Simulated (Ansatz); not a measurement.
The starting structures come from a database of crystals and need not be the phases stable at ambient conditions.

Tunnelling through a barrier is set by its complex band structure: the current falls as exp(−2κd) with the smallest κ.

Input:

```
BaZnBFO3
1.0
    4.36380     0.00000     0.00000
    0.00000     5.12724     0.00000
    0.00000    -2.56362     4.44032
Ba Zn B O F
1 1 1 3 1
Direct
  0.50000   0.00000   0.00000
  0.00000   0.66667   0.33333
  0.00000   0.33333   0.66667
  0.00000   0.30900   0.38448
  0.00000   0.61552   0.92452
  0.00000   0.07548   0.69100
  0.50000   0.66667   0.33333
```

Space group of this cell: P-6. The cell is taken as given; by PBEsol its mean pressure is -4.8 GPa.

Transport runs along the normal of the first two printed cell vectors, the (100) plane of the conventional cell.

No gap correction and no spin-orbit coupling; mid-gap values are interpolated between computed energies.

Task: Give the band gap and the smallest decay constant κ at mid-gap that PBEsol (Ansatz, a first-principles code) yields.

Result: Gap 3.55 eV on a 8×8×8 mesh; κ = 0.355 1/Å, at the zone centre.
